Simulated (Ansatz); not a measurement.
CsPbCl3 (Pm-3m) under uniaxial stress along [110] (compression positive): band gap by PBEsol with spin-orbit coupling, rigid bands (plane waves, PAW; Ansatz, a first-principles code). The unloaded cell, whose axes the loads refer to:

```xyz
5
Lattice="5.6182 0.0000 0.0000 0.0000 5.6182 0.0000 0.0000 0.0000 5.6182" Properties=species:S:1:pos:R:3 pbc="T T T"
Cs     0.0000     0.0000     0.0000
Pb     2.8091     2.8091     2.8091
Cl     0.0000     2.8091     2.8091
Cl     2.8091     0.0000     2.8091
Cl     2.8091     2.8091     0.0000
```

| uniaxial stress along [110] (compression positive) (GPa) | volume per atom (Å³) | band gap (eV) |
|---|---|---|
| -2 | 36.35 | 0.73 |
| -1 | 35.91 | 0.67 |
| 0 | 35.47 | 0.62 |
| 1 | 34.97 | 0.56 |
| 2 | 34.47 | ? |

Fit a straight line to band gap against the load over the rows given, and predict the row at 2 GPa.

The means are x̄ = -0.500 GPa and ȳ = 0.6450; Σ(x − x̄)(y − ȳ) = -0.2800 and Σ(x − x̄)² = 5.000, so the slope is -56.0 meV per GPa, and the rows given lie within 3.0 meV of the line. At 2 GPa the line gives 0.51 eV; the calculation gives 0.51 eV, 0.98 % from it.

 Stresses and pressures are the targets of the relaxation. Gaps are resolved to about 0.01 eV. The structure type is held at every load. Geometry: cell and atoms relaxed with PBEsol.

CsPbCl3 (Pm-3m): a high-temperature phase held by its symmetry.
